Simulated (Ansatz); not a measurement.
## Pressure series in GaN

Start from GaN in the wurtzite structure (space group P6_3mc, No. 186; a = 3.183 Å, c = 5.185 Å).

Cell and atoms are relaxed at each pressure.

Calculations: Ansatz (a program for electronic structure), PBEsol, PAW, cutoff 420 eV, no spin-orbit coupling.

Before the change:

| Property | Value |
|---|---|
| Band gap | 1.88 eV |

Question: The aim is a band gap between 2.33 eV and 2.49 eV. Which of these changes reaches it?
A) pressure 60 GPa
B) pressure 4.2 GPa
C) pressure −2 GPa
D) pressure 18 GPa
E) pressure 45 GPa

Answer: D, pressure 18 GPa. It gives 2.40 eV; pressure −2 GPa gives 1.80 eV; pressure 45 GPa gives 2.95 eV; pressure 4.2 GPa gives 2.01 eV; pressure 60 GPa gives 3.19 eV. Changes not listed may reach it too

Load acts through the strain it causes; cell and atoms are relaxed under it. Whether these cells are dynamically stable was not tested. Measured, GaN leaves this structure (for rock salt) near 47 GPa (temperature not stated; as listed in Datta, Sujoy, Jana, Debnarayan, arXiv (2020)), on rising pressure, with hysteresis.
